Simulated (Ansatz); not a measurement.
System: cubic perovskite CsCaF₃. Method: PBEsol (Ansatz, an electronic-structure program, plane waves, PAW).

Settings: plane-wave cutoff 520 eV, 8×8×8 k mesh, Fermi–Dirac smearing 0.01 eV, scalar-relativistic PAW data made under PBE.

Response to compression and expansion:

```csv
V (Å³/atom),P (GPa),direct gap at Γ (eV)
17.058,3.82,7.482
17.421,2.39,7.353
17.784,1.12,7.229
18.147,0.00,7.111
18.510,-1.01,6.998
18.873,-1.90,6.888
19.236,-2.70,6.784
```

A straight line through the gaps at Γ against ln V gives a volume deformation potential dE_g(Γ)/d ln V of -5.8 eV: the gap at Γ widens under compression.

Note: the relaxation could not lower the start's symmetry, so the cell can be a saddle point above a distorted one.

Spin–orbit coupling is not included.
